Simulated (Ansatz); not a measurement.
Start from ZrO₂ in the fluorite structure (space group Fm-3m, No. 225; a = 5.116 Å).

The values are results of PBE/PAW in Ansatz (a first-principles code), spin-orbit coupling left out, earlier PAW set, not measurements.

Before the change:

The gap between the host's bands is 3.32 eV and the gap character is indirect, X → Γ.

Now apply this change: 0.100 holes added to each cell, a density of 3.0×10^21 cm⁻³, with a uniform compensating background at fixed cell and a 300 K Fermi–Dirac width.

### Question
What happens to the gap between the host's bands?

### Answer
The gap between the host's bands goes up by 0.11 eV (3.32 eV → 3.43 eV).

### Question
What does the calculation give for the Fermi level from band edge after the change?

### Answer
The Fermi level relative to the doped band's edge (positive inside the band; to 0.05 eV) is +0.25 eV.

### Question
Estimate the effect on the gap character.

### Answer
The gap character stays indirect, X → Γ.

Carriers are added with a uniform compensating background; total energy and stress of such cells depend on the potential's zero and are not compared; many-body gap narrowing is missing at this level. No phonon test of stability was made. This is not the structure that ZrO2 has at room temperature and ambient pressure.
